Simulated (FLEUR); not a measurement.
A self-consistent single point of ZnFe3C (Pm-3m, 5 atoms in the cell) with FLEUR

Computed with PBEsol, all-electron FLAPW (FLEUR), scalar-relativistic valence in FLEUR.

The input file:

Input of the input generator:

```
scf ZnFe3C
&input film=f /
7.1297287983 0.0000000000 0.0000000000
0.0000000000 7.1297287983 0.0000000000
0.0000000000 0.0000000000 7.1297287983
1.0
1.0 1.0 1.0

5
30 0.0000000000 0.0000000000 0.0000000000 : 0.00
26 0.5000000000 0.0000000000 0.5000000000 : 4.00
26 0.0000000000 0.5000000000 0.5000000000 : 4.00
26 0.5000000000 0.5000000000 0.0000000000 : 4.00
6 0.5000000000 0.5000000000 0.5000000000 : 0.00

&comp jspins=2 /
&exco xctyp='PBEs' /
&kpt div1=7 div2=7 div3=7 /
&end /
```

```xml
<?xml version="1.0" encoding="UTF-8" standalone="no"?>
<fleurInput fleurInputVersion="0.39">
   <comment>
      scf ZnFe3C                                                                                          
   </comment>
   <calculationSetup>
      <cutoffs Kmax="4.7" Gmax="16.4" GmaxXC="16.4" numbands="0"/>
      <scfLoop itmax="60" minDistance="0.00001" maxIterBroyd="25" imix="Anderson" alpha="0.05" precondParam="0.0" spinf="2.0"/>
      <coreElectrons ctail="T" frcor="F" kcrel="0" coretail_lmax="0"/>
      <xcFunctional name="PBEs" relativisticCorrections="F"/>
      <magnetism jspins="2"/>
      <soc l_soc="F" theta="0.0" phi="0.0" spav="F"/>
      <expertModes spex="0" secvar="F"/>
      <geometryOptimization l_f="T" forcealpha="1.0" forcemix="BFGS" epsdisp="0.00001" epsforce="0.00001"/>
      <ldaU l_linMix="F" mixParam="0.05" spinf="1.0"/>
   </calculationSetup>
   <cell>
      <bzIntegration valenceElectrons="64.0" mode="hist" fermiSmearingEnergy="0.00499791">
         <kPointListSelection listName="default-1"/>
         <!-- k-points included here -->
         <xi:include xmlns:xi="http://www.w3.org/2001/XInclude" href="kpts.xml"> </xi:include>
      </bzIntegration>
      <!-- symmetry operations included here -->
      <xi:include xmlns:xi="http://www.w3.org/2001/XInclude" href="sym.xml"> </xi:include>
      <bulkLattice scale="1.0">
         <bravaisMatrix>
            <row-1>    7.1297287983000004     0.0000000000000000     0.0000000000000000</row-1>
            <row-2>    0.0000000000000000     7.1297287983000004     0.0000000000000000</row-2>
            <row-3>    0.0000000000000000     0.0000000000000000     7.1297287983000004</row-3>
         </bravaisMatrix>
      </bulkLattice>
   </cell>
   <atomSpecies>
      <species name="Zinc (Zn)" element="Zn" atomicNumber="30">
         <mtSphere radius="2.58" gridPoints="889" logIncrement="0.014"/>
         <atomicCutoffs lmax="10" lnonsphr="8"/>
         <electronConfig flipSpins="F">
            <coreConfig>(1s1/2) (2s1/2) (2p1/2) (2p3/2) (3s1/2) (3p1/2) (3p3/2)</coreConfig>
            <valenceConfig>(4s1/2) (3d3/2) (3d5/2)</valenceConfig>
         </electronConfig>
         <energyParameters s="4" p="4" d="3" f="4"/>
         <lo type="HELO" l="2" n="4" eDeriv="0"/>
      </species>
      <species name="Iron (Fe) 4.000" element="Fe" atomicNumber="26">
         <mtSphere radius="2.13" gridPoints="735" logIncrement="0.017"/>
         <atomicCutoffs lmax="8" lnonsphr="6"/>
         <electronConfig flipSpins="F">
            <coreConfig>(1s1/2) (2s1/2) (2p1/2) (2p3/2)</coreConfig>
            <valenceConfig>(3s1/2) (3p1/2) (3p3/2) (4s1/2) (3d3/2) (3d5/2)</valenceConfig>
            <stateOccupation state="(3d3/2)" spinUp="2.0" spinDown="0.4"/>
            <stateOccupation state="(3d5/2)" spinUp="3.0" spinDown="0.6"/>
         </electronConfig>
         <energyParameters s="4" p="4" d="3" f="4"/>
         <lo type="SCLO" l="0" n="3" eDeriv="0"/>
         <lo type="SCLO" l="1" n="3" eDeriv="0"/>
      </species>
      <species name="Carbon (C)" element="C" atomicNumber="6">
         <mtSphere radius="1.20" gridPoints="417" logIncrement="0.024"/>
         <atomicCutoffs lmax="6" lnonsphr="4"/>
         <electronConfig flipSpins="F">
            <coreConfig>(1s1/2)</coreConfig>
            <valenceConfig>(2s1/2) (2p1/2) (2p3/2)</valenceConfig>
            <stateOccupation state="(2p1/2)" spinUp="0.3333333333" spinDown="0.3333333333"/>
            <stateOccupation state="(2p3/2)" spinUp="0.6666666667" spinDown="0.6666666667"/>
         </electronConfig>
         <energyParameters s="2" p="2" d="3" f="4"/>
      </species>
   </atomSpecies>
   <atomGroups>
      <atomGroup species="Zinc (Zn)">
         <relPos label="                   1">.0000000000 .0000000000 .0000000000</relPos>
         <force calculate="T" relaxXYZ="TTT"/>
      </atomGroup>
      <atomGroup species="Iron (Fe) 4.000">
         <relPos label="                   2">1.000/2.000 .0000000000 1.000/2.000</relPos>
         <relPos label="                   3">.0000000000 1.000/2.000 1.000/2.000</relPos>
         <relPos label="                   4">1.000/2.000 1.000/2.000 .0000000000</relPos>
         <force calculate="T" relaxXYZ="TTT"/>
      </atomGroup>
      <atomGroup species="Carbon (C)">
         <relPos label="                   5">1.000/2.000 1.000/2.000 1.000/2.000</relPos>
         <force calculate="T" relaxXYZ="TTT"/>
      </atomGroup>
   </atomGroups>
   <output dos="F" band="F" slice="F">
      <checks vchk="F" cdinf="F"/>
      <bandDOS minEnergy="-.5*Htr" maxEnergy="0.5*Htr" sigma="0.015" storeEVData="T"/>
      <vacuumDOS vacdos="F" integ="F" star="F" nstars="0" locx1="0.0" locy1="0.0" locx2="0.0" locy2="0.0" nstm="0" tworkf="0.0"/>
      <unfoldingBand unfoldBand="F" supercellX="1" supercellY="1" supercellZ="1"/>
      <plotting iplot="0" polar="F">
         <plot TwoD="T" vec1="  1.0  0.0  0.0" vec2="  0.0  1.0  0.0" vec3="  0.0  0.0  1.0" zero="  0.0  0.0  0.0" file="plot"/>
      </plotting>
      <chargeDensitySlicing numkpt="0" minEigenval="0.0" maxEigenval="0.0" nnne="0" pallst="F"/>
      <specialOutput eonly="F"/>
      <magneticCircularDichroism mcd="F" energyLo="-10.0" energyUp="0.0"/>
   </output>
  <!-- We include the file relax.xml here to enable relaxations (see documentation) -->
  <xi:include xmlns:xi="http://www.w3.org/2001/XInclude" href="relax.xml"> <xi:fallback/> </xi:include>
</fleurInput>
```

The program printed (abridged):

```
      Welcome to FLEUR        (www.flapw.de)
      MaX-Release 8.1          (www.max-centre.eu)

 ========== k-point set info ==========
 Selected k-point list: default-1
 k-point list type: mesh
 7 x 7 x 7
 Number of k points: 20

 ------------Calculation Setup---------------------------
           1           2           4           5          10          20
 Number of basis functions:          701
 Iteration:     1   Distance:      28.90458242 me/bohr^3
 Iteration:     2   Distance:      27.72424417 me/bohr^3
 Iteration:     3   Distance:      26.53443482 me/bohr^3
 Iteration:     4   Distance:      26.44472079 me/bohr^3
 Iteration:     5   Distance:      13.30300184 me/bohr^3
 Iteration:     6   Distance:      15.81120195 me/bohr^3
   [... 21 lines left out ...]
 Iteration:    28   Distance:       0.00004982 me/bohr^3
 Iteration:    29   Distance:       0.00002441 me/bohr^3
 Iteration:    30   Distance:       0.00001686 me/bohr^3
 Iteration:    31   Distance:       0.00001137 me/bohr^3
 Iteration:    32   Distance:       0.00000756 me/bohr^3
 Run finished successfully
 Stop message:
   Structural relaxation: Done

[file out, last iteration]
             iter=     33
          p o t e n t i a l   g e n e r a t o r
[...]
          integral of pseudo charge density inside the slab=        0.000000   0.000000
     coulomb potential in the interstitial region:
          density-coulomb potential integrals
          total density-coulomb potenti    -8657.7442267001
          density-effective potential integrals for spin  1
          density-effective potential integrals for spin  2
          total density-effective poten   -8.9718156353E+03
          charge density-energy density integrals
          total charge density-energy d   -2.3976253630E+02
 Updated energy parameters for spin:           1
  Atom    1 4s branch from -4.20 to  1.03 htr. ; e_l =  0.2514
  Atom    1 4p branch from -2.52 to  1.56 htr. ; e_l =  0.4207
  Atom    1 3d branch from -9.99 to  0.20 htr. ; e_l =  0.1705
  Atom    1 4f branch from -9.99 to  3.10 htr. ; e_l =  0.7590
  Atom    1-4d branch from  2.02 to  2.02 htr. ; e_l(l  2.0165
  Atom    2 4s branch from -2.79 to  2.43 htr. ; e_l =  0.2001
  Atom    2 4p branch from -1.52 to  3.05 htr. ; e_l =  0.3272
  Atom    2 3d branch from -9.99 to  0.52 htr. ; e_l =  0.3201
  Atom    2 4f branch from -9.99 to  4.00 htr. ; e_l =  0.6362
  Atom    2 3s branch from-29.43 to -2.79 htr. ; e_l(l -2.8049
  Atom    2 3p branch from-24.99 to -1.52 htr. ; e_l(l -1.5636
  Atom    3 2s branch from -9.31 to  4.04 htr. ; e_l = -0.4796
  Atom    3 2p branch from -9.99 to  3.06 htr. ; e_l = -0.2995
  Atom    3 3d branch from -9.99 to  8.76 htr. ; e_l = -0.1057
  Atom    3 4f branch from -9.99 to 14.65 htr. ; e_l =  0.0539
 Updated energy parameters for spin:           2
  Atom    1 4s branch from -4.20 to  1.02 htr. ; e_l =  0.2418
  Atom    1 4p branch from -2.52 to  1.56 htr. ; e_l =  0.4102
  Atom    1 3d branch from -9.99 to  0.20 htr. ; e_l =  0.1701
  Atom    1 4f branch from -9.99 to  3.09 htr. ; e_l =  0.7480
  Atom    1-4d branch from  2.01 to  2.01 htr. ; e_l(l  2.0099
  Atom    2 4s branch from -2.73 to  2.48 htr. ; e_l =  0.2106
   [... lines left out ...]
          first approx. to ef    (T=0)  :   0.410913 htr   (energy of the highest occ. eigenvalue)
FERHIS:  Fermi-Energy by histogram:
          bandgap                     :   0.000362 htr
          charge neutrality (T=0)     :   0.008746    (zero if the highest occ. eigenvalue is "entirely" occupied)
     EF_NEWTON:  Adjust Fermi-Energy by Newton-Method.
 Direct bandgap for spin            1 :    1.7822637063511948E-002  Htr
 Direct bandgap for spin            2 :    6.3727294769339027E-003  Htr
   [... lines left out ...]
 ---->    (input%tkb*entropy) TS=              0.0095625006 htr
 ---->    free energy=                     -5647.6100187979 htr
      extrapolation for T->0
 ---->    total electron energy=           -5647.6052375476 htr
SPIN-1 FORCE FOR ATOM TYPE=  1  X=  0.000   Y=  0.000   Z=  0.000      FX_SP = 0.000000 FY_SP = 0.000000 FZ_SP = 0.000000
SPIN-2 FORCE FOR ATOM TYPE=  1  X=  0.000   Y=  0.000   Z=  0.000      FX_SP = 0.000000 FY_SP = 0.000000 FZ_SP = 0.000000
SPIN-1 FORCE FOR ATOM TYPE=  2  X=  3.565   Y=  0.000   Z=  3.565      FX_SP = 0.000000 FY_SP = 0.000000 FZ_SP = 0.000000
SPIN-2 FORCE FOR ATOM TYPE=  2  X=  3.565   Y=  0.000   Z=  3.565      FX_SP = 0.000000 FY_SP = 0.000000 FZ_SP = 0.000000
SPIN-1 FORCE FOR ATOM TYPE=  3  X=  3.565   Y=  3.565   Z=  3.565      FX_SP = 0.000000 FY_SP = 0.000000 FZ_SP = 0.000000
SPIN-2 FORCE FOR ATOM TYPE=  3  X=  3.565   Y=  3.565   Z=  3.565      FX_SP = 0.000000 FY_SP = 0.000000 FZ_SP = 0.000000
 ***** TOTAL FORCES ON ATOMS *****
 TOTAL FORCE FOR ATOM TYPE=  1  X=  0.000   Y=  0.000   Z=  0.000
                       FX_TOT= 0.000000 FY_TOT= 0.000000 FZ_TOT= 0.000000
 TOTAL FORCE FOR ATOM TYPE=  2  X=  3.565   Y=  0.000   Z=  3.565
                       FX_TOT= 0.000000 FY_TOT= 0.000000 FZ_TOT= 0.000000
 TOTAL FORCE FOR ATOM TYPE=  3  X=  3.565   Y=  3.565   Z=  3.565
                       FX_TOT= 0.000000 FY_TOT= 0.000000 FZ_TOT= 0.000000
 Structural relaxation: Done
```

The run converged in 32 iterations. FLEUR gives forces in its relaxation mode, with a further iteration, so its stop message speaks of a relaxation.

The starting cell comes from a database of computed structures (which also holds hypothetical and non-ambient phases and stackings), without a prior relaxation at this level. The magnetic order is the one reached from the typed start; others were not searched systematically. Values depend on the basis (sphere radii, cutoffs, local orbitals), which need not be converged. The log's line on a gap gives a spacing of levels on this mesh, which the program prints for metals too.

Cost on one core of a shared machine: roughly 4 min.
